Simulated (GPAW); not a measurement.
**Short convergence ladders for MgS (I4mm, 2 atoms in the cell)**

```xyz
2
Lattice="0.0000 2.6078 2.6078 2.6078 0.0000 2.6078 2.6078 2.6078 0.0000" Properties=species:S:1:pos:R:3 pbc="T T T"
Mg     0.0000     0.0000     0.0500
S      2.6078     2.6078     2.6078
```

Base method: LDA (Perdew-Wang 92), GPAW PAW datasets LDA (gpaw-data 1.0.1) (plane waves; GPAW 25.7.0).

Base settings: mode = pw; ecut = 850 eV; xc = LDA; kpts = 3 3 3; mesh shift (steps) = 0 0 0; occupations.name = fermi-dirac; occupations.width = 0.05 eV; nbands = -6; convergence.density = 1e-05 e/electron; convergence.energy = 1e-05 eV/electron.

The count of work is k-points × plane waves × bands × iterations; it is no time. 

**The cutoff for other potential files**

In this ladder: setups = {Mg: 2}.

The mesh stays at the base's, so the ladder's end is converged at best in this setting alone.

Only quantities that move along the ladder and can be compared are tabulated; the gap is left out on so coarse a mesh.

```tsv
ecut	free energy less the last step's (meV/atom)	pressure (GPa)	count of work / last
380 eV	10.90	-1.40	0.13
470 eV	6.06	-1.29	0.15
595 eV	3.53	-1.26	0.24
720 eV	1.89	-1.25	0.32
850 eV	0.83	-1.24	0.39
1020 eV	0.24	-1.22	0.45
1275 eV	0.03	-1.21	0.82
1700 eV	0.00	-1.21	1.0
```

Coarsest ecut that holds the free energy within 0.5 meV/atom of the last step, with all finer ones: 1020 eV, at 0.45 of the last step's count of work; the step before is off by 0.83 meV/atom.

Coarsest ecut that holds the pressure within 0.05 GPa of the last step, with all finer ones: 720 eV, at 0.32 of the last step's count of work; the step before is off by 0.06 GPa.

**The relaxed cell against the cutoff**

On MgS (Fm-3m, 2 atoms in the cell): atoms on their sites.

In this ladder: optimizer = LBFGS; fmax = 0.02 eV/Å.

The mesh stays at the base's, so the ladder's end is converged at best in this setting alone.

Only quantities that move along the ladder and can be compared are tabulated; the gap is left out on so coarse a mesh.

```tsv
ecut	relaxed volume (Å³/atom)	relaxation steps
425 eV	17.016	2
510 eV	17.162	2
595 eV	17.213	2
720 eV	17.225	2
850 eV	17.229	2
1020 eV	17.227	2
1275 eV	17.235	2
1700 eV	17.239	2
```

Coarsest ecut that holds the relaxed volume within 0.086 Å³/atom of the last step, with all finer ones: 510 eV; the step before is off by 0.22 Å³/atom.

At the lowest cutoff the cell relaxes to a volume 1.3 % smaller than at the highest.

On the base run: the starting cell has typed, rounded lattice constants, without a prior relaxation at this level. Its lattice was rescaled by up to half a per cent. One atom was moved a little off its site on purpose.
